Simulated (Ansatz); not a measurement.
System: ScOF (P4/nmm, No. 129, 6 atoms in the cell; start mp-989178). Method: HSE06 (PAW; Ansatz, an electronic-structure program).

Numerical settings: plane-wave cutoff 460 eV, 6×6×4 k mesh (along the axes of the cell as run), Fermi–Dirac smearing 0.01 eV, scalar-relativistic PAW data made under PBE.

Cell (relaxed with PBEsol):

```cif
data_F2O2Sc2
_chemical_formula_sum 'Sc2 O2 F2'
_space_group_name_H-M_alt 'P 1'
_space_group_IT_number 1
_cell_length_a 3.57771
_cell_length_b 3.57771
_cell_length_c 5.09443
_cell_angle_alpha 90.000
_cell_angle_beta 90.000
_cell_angle_gamma 90.000
loop_
_space_group_symop_operation_xyz
  'x, y, z'
loop_
_atom_site_label
_atom_site_type_symbol
_atom_site_fract_x
_atom_site_fract_y
_atom_site_fract_z
_atom_site_occupancy
Sc1 Sc 0.50000 0.00000 0.70728 1
Sc2 Sc 0.00000 0.50000 0.29272 1
O1 O 0.00000 0.00000 0.50000 1
O2 O 0.50000 0.50000 0.50000 1
F1 F 0.50000 0.50000 0.00000 1
F2 F 0.00000 0.00000 0.00000 1
```

What does this level give for the band gap, smallest direct gap on the k points sampled and Γ–Γ gap?


* **band gap**: 6.34 eV (indirect)
* **smallest direct gap on the k points sampled**: 6.41 eV
* **Γ–Γ gap**: 6.58 eV

Note: cell and atoms aren't relaxed at this level (largest force component 0.14 eV/Å, pressure 2.2 GPa).

A start named mp-… is a Materials Project structure, which need not be a measured phase.
